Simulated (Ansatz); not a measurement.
Output of an Ansatz run (abridged):

```
WARN ansatz: RAYON_NUM_THREADS=1 ignored (pool sized by the plan → 1); use --threads N
Pseudopotentials: kind: paw
Pseudopotential: Be, paw, valence charge 2
Crystal: 2 atoms, lattice volume = 16.016 Å³
Basis set: ecut = 420.4159175005146 eV, 311 PW (Γ), exchange–correlation on 32×32×48 points (8 copies of the dense FFT grid, shifted against one another)
Bands: 6, of which v1, the nominal top of the filled ones, is band 2 counted from 1 (1 counted from 0)
Symmetry: 24 space group operations
Space group: P63/mmc (ITA 194), of the structure as read, at distance tolerance 2.5e-5 Å
k-points: 150 of 2304
Initial density: superposition of atomic densities (neutral atoms: chi_scale 0, normalization atom), corrected by the library's trained network
Initial wavefunctions: pseudopotential atomic-orbital guess
Eigensolver: davidson
Functional: x = pbe(κ = 0.804, μ = 0.2195149727645171), c = pbe(β = 0.06672455060314922)
SCF iter   1: F=—  HF=-185.532689 eV  |F-HF|=—  |Δ(HF+E_count)|=         —  Δρ=1.11e-3  dr2=1.35e-4  ethr=1.77e-3  ⟨swp⟩=5.4  Hψ=7846  notcnv=0
all-band conjugate gradients solve this SCF's bands
preconditioner: auto → none
SCF iter   2: F=—  HF=-185.532708 eV  |F-HF|=—  |Δ(HF+E_count)|=   1.87e-5  Δρ=6.89e-4  dr2=5.45e-5  ethr=3.39e-6  ⟨swp⟩=1.4  Hψ=2159  notcnv=0
SCF iter   3: F=—  HF=-185.532756 eV  |F-HF|=—  |Δ(HF+E_count)|=   4.84e-5  Δρ=2.42e-5  dr2=4.85e-8  ethr=1.36e-6  ⟨swp⟩=1.0  Hψ=900  notcnv=0
iter 4 did not close the SCF: its close was put off for the readings that it lacked (scf_convergence_deferred on its scf_iter line)
SCF iter   4: F=-185.532756 eV  HF=-185.532756 eV  |F-HF|=3.46e-10  |Δ(HF+E_count)|=   3.06e-7  Δρ=3.87e-6  dr2=1.87e-9  ethr=1.21e-9  ⟨swp⟩=2.2  Hψ=1189  notcnv=0
iter 5 did not close the SCF: its close was put off for the readings that it lacked (scf_convergence_deferred on its scf_iter line)
SCF iter   5: F=-185.532756 eV  HF=-185.532756 eV  |F-HF|=2.16e-12  |Δ(HF+E_count)|=  3.34e-10  Δρ=5.02e-7  dr2=2.34e-11  ethr=4.67e-11  ⟨swp⟩=1.0  Hψ=900  notcnv=0
SCF iter   6: F=-185.532756 eV  HF=-185.532756 eV  |F-HF|=2.84e-14  |Δ(HF+E_count)|=  2.81e-12  Δρ=2.45e-8  dr2=6.13e-14  ethr=1.00e-12  ⟨swp⟩=1.0  Hψ=2253  notcnv=0
SCF 1 converged in 6 iterations: F = -185.532756 eV  dr2 = 6.13e-14
SCF converged after 6 iterations
Free energy (F): -185.532756 eV
Harris-Foulkes:  -185.532756 eV  (|F-HF|=2.84e-14)
Internal energy: -185.529753 eV  (E = F + TS)
E sigma→0 (E₀):  -185.531254 eV
Entropy (-TS):   -0.003003 eV (-1.501 meV/atom)
Fermi energy:    7.971678 eV
--- Per-component energies (eV) ---
  E_band       = 11.947763
  E_kinetic    = 41.732644
  E_local      = 5.552957  (includes V_loc(G=0)·N_el)
  E_nonlocal   = 8.838937
  E_hartree    = 0.082848
  E_xc         = -39.481678
  E_vxc        = -41.506104  (∫ρ·V_xc dr)
  E_paw        = -119.128658  (= ΣΔE_a)
  E_vpaw       = -2.836365  (= ΣTr[D̂ρ^β])
  E_aug_tail   = -0.000001  (compensation charges beyond the density's cutoff)
  E_ewald      = -83.126801
  E_smearing   = -0.003003  (= −TS)
  E_closure    = 0.000000  (closes the sum)
  Σ components = -185.532756   (vs F -185.532756, Δ=0.00e0)
--- Forces (eV/Å), atoms counted from 1 ---
  atom   1  Be     0.00000000     0.00000000    -0.00000000
  atom   2  Be     0.00000000     0.00000000     0.00000000
  max |Σ_I F_I| component: 1.11e-16 eV/Å
--- Stress (GPa, compression-positive) ---
       -1.924442      -0.000000      -0.000000
        0.000000      -1.924442      -0.000000
       -0.000000      -0.000000      -0.467510
  P = ⅓ Tr σ = -1.4388 GPa (-14.388 kbar)
  The stress holds the Pulay correction. Without it, at fixed plane waves, as pw.x and ABINIT print it: P = -1.4817 GPa
--- Band table (eV; the first three rows and the last of 150) ---
  k-point 0: bands = ["-3.2701", "3.6783", "9.1996", "23.6928", "23.6928", "26.5595"]
  k-point 1: bands = ["-3.1627", "3.0662", "10.0613", "23.7909", "23.7909", "26.5252"]
  k-point 2: bands = ["-2.8402", "1.8328", "12.0383", "24.0764", "24.0764", "26.0592"]
  k-point 149: bands = ["6.2994", "6.6777", "8.2717", "9.2716", "14.1634", "14.3770"]
```

The structure:

```
CELL_PARAMETERS angstrom
      1.13928    -1.97328     0.00000
      1.13928     1.97328     0.00000
      0.00000     0.00000     3.56210
ATOMIC_POSITIONS crystal
  Be 0.33333 0.66667 0.25000
  Be 0.66667 0.33333 0.75000
```

Question: What input produced this log?

Answer: Other spellings and defaults could give the same log, and not every line can be read from it. The input that was run (DFT, PBE, plane waves, default PAW files):

Ansatz 0.2 input:
```yaml
crystal:
  lattice:
    - [1.13927500, -1.97328200, 0.00000000]
    - [1.13927500, 1.97328200, 0.00000000]
    - [0.00000000, 0.00000000, 3.56210000]
  atoms:
    - { symbol: Be, position: [0.33333333, 0.66666667, 0.25000000] }
    - { symbol: Be, position: [0.66666667, 0.33333333, 0.75000000] }
basis:
  ecutwfc: 30.9 Ry
kpoints:
  mp_grid: { grid: [16, 16, 9] }
hamiltonian:
  xc: pbe
  pseudopotentials: { kind: paw }
scf:
  occupations: { method: fermi_dirac, width: 0.0073 Ry }
output:
  forces: true
  eigenvalues: true
  stress: true
```

The starting cell has typed, rounded lattice constants, without a prior relaxation at this level. Its lattice was rescaled by up to half a per cent. Ansatz's pressure includes its estimate of the finite-basis (Pulay) stress.

Ansatz is an electronic-structure program.
